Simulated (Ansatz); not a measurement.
**2 layers of arsenene, started at antiparallel, shifted by (1/3,2/3) (facing atoms over hollows or bridges; arsenene a predicted or substrate-bound sheet, here free)**

Methods: PBE+D3(BJ) (plane waves to 420 eV, PAW; Ansatz, a program for electronic structure); PBE (plane waves to 420 eV, PAW; Ansatz); r2SCAN (plane waves to 500 eV, PAW; Ansatz); PBE+D3(BJ) with spin-orbit coupling (plane waves to 420 eV, PAW; Ansatz); HSE06 (plane waves to 420 eV, PAW; Ansatz). Geometries and values that name no level are of the first. Values not marked SOC have no spin–orbit coupling; PBE gaps are too small against experiment. Its k-point mesh 9×9×1, Fermi–Dirac width 0.01 eV. HSE06 ran on meshes of its own (9×9×1); its edges and gaps are taken over the mesh and over extra points off it, mostly where PBE has its edges. A dipole correction is on.

| Item | Result |
|---|---|
| gap between facing atomic planes | 2.80 Å |
| step of the vacuum level across the stack (top less bottom) | -0.14 eV |
| interaction energy of the frozen layers | -23.8 meV/Å² |
| interaction energy without the D3 term at this geometry | +5.1 meV/Å² |
| interaction energy at r2SCAN, without a dispersion term, at this geometry | +1.2 meV/Å² |
| r2SCAN gap over the mesh and listed points off it | 0.79 eV |
| spacing and interaction energy when relaxed at plain PBE (a flat surface, so the spacing is loose) | 4.3 Å and -0.6 meV/Å² |
| PBE gap over the mesh and listed points off it | 0.56 eV, indirect (lowest direct gap 1.52 eV) |
| valence and conduction edges under the vacuum level of the lower face | 4.73 and 4.17 eV |
| HSE06 gap at the same geometry | 1.05 eV |
| PBE+SOC gap at the same geometry | 0.55 eV |

```xyz
4
Lattice="3.5718 0.0000 0.0000 -1.7859 3.0933 0.0000 0.0000 0.0000 24.1500" Properties=species:S:1:pos:R:3 pbc="T T T"
As     0.0000     2.0622     9.2813
As     1.7859     1.0311    10.6736
As     0.0000     0.0000    13.4740
As     1.7859     1.0311    14.8710
```
